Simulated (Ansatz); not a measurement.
# How far to go with the k-point mesh: P (R-3m, 2 atoms in the cell)

```xyz
2
Lattice="1.7309 0.9993 3.1391 -1.7309 0.9993 3.1391 0.0000 -1.9987 3.1391" Properties=species:S:1:pos:R:3 pbc="T T T"
P      0.0000     0.0000     2.1885
P      0.0000     0.0000     7.2787
```

Computed with PBEsol, default PAW files made with PBE (plane waves; Ansatz, a program for electronic structure).

Base settings: basis.ecutwfc = 420 eV; kpoints.mp_grid.grid = 11 11 11; hamiltonian.xc = pbesol; hamiltonian.pseudopotentials = {kind: paw} (the program's default PAW files); scf.occupations.method = gaussian; scf.occupations.width = 0.1 eV.

The second cell is the first with its lattice scaled by 0.98.

Only quantities that move along the ladder and can be compared are tabulated.

The count of work is k-points × plane waves × bands × iterations; it is no time. Core times come from one kind of shared machine, to one figure; runs under 30 s give none.

The starting cell comes from a database of computed structures (which also holds hypothetical and non-ambient phases and stackings), without a prior relaxation at this level. Its lattice was rescaled by up to half a per cent. One atom was moved a little off its site on purpose. In the base run, with a pressure of about -4 GPa the cell is away from its equilibrium volume at this level. Ansatz's pressure includes its estimate of the finite-basis (Pulay) stress.

```csv
kpoints.mp_grid.grid,free energy less the last step's (meV/atom),energy of the compressed cell less the first (meV/atom),pressure (GPa),largest difference of a force vector from the last step's (eV/Å),count of work / last,core time / last (rough)
2 2 2,1162.91,25.28,1.80,0.294,0.00081,–
3 3 3,38.43,12.74,0.91,0.770,0.0012,–
4 4 4,-22.65,-13.07,-4.57,0.256,0.0026,–
5 5 5,-13.41,-5.69,-3.78,0.166,0.0038,–
6 6 6,-11.54,-9.32,-4.02,0.167,0.0065,–
7 7 7,-7.47,-9.13,-4.38,0.094,0.0089,–
8 8 8,-3.45,-9.95,-3.97,0.013,0.013,–
9 9 9,-4.23,-7.93,-4.11,0.042,0.017,–
10 10 10,-2.36,-8.78,-4.23,0.008,0.023,–
11 11 11,-2.52,-8.76,-4.25,0.005,0.029,–
12 12 12,-1.53,-8.62,-4.18,0.017,0.038,–
13 13 13,-1.31,-8.78,-4.15,0.006,0.047,–
15 15 15,-0.65,-8.50,-4.20,0.002,0.069,–
16 16 16,-0.44,-8.80,-4.19,0.005,0.084,–
20 20 20,0.03,-8.82,-4.22,0.005,0.16,–
22 22 22,0.04,-8.82,-4.20,0.002,0.21,–
25 25 25,0.07,-8.82,-4.21,0.002,0.30,–
28 28 28,0.03,-8.80,-4.21,0.001,0.41,0.4
31 31 31,0.00,-8.79,-4.21,0.000,0.55,0.6
34 34 34,-0.01,-8.78,-4.20,0.000,0.72,0.8
38 38 38,0.00,-8.78,-4.20,0.000,1.0,1
```

Coarsest kpoints.mp_grid.grid that holds the energy of the compressed cell less the first within 2 meV/atom of the last step, with all finer ones: 6 6 6, at 0.0065 of the last step's count of work; the step before is off by 3.1 meV/atom.

Coarsest kpoints.mp_grid.grid that holds the free energy within 0.5 meV/atom of the last step, with all finer ones: 16 16 16, at 0.084 of the last step's count of work; the step before is off by 0.65 meV/atom.

Coarsest kpoints.mp_grid.grid that holds the forces within 0.02 eV/Å of the last step, with all finer ones: 10 10 10, at 0.023 of the last step's count of work; the step before is off by 0.042 eV/Å.

The energy difference between the two cells stays within 1 meV/atom of the last step's from 9 9 9 on, the total only from 15 15 15 on: much of the error is common to both cells and cancels.

Two neighbours can agree and both be off: 10 10 10 and 11 11 11 differ by 0.16 meV/atom in the free energy, yet lie about 2.5 meV/atom from the last step.

Keys are those of Ansatz 0.2.
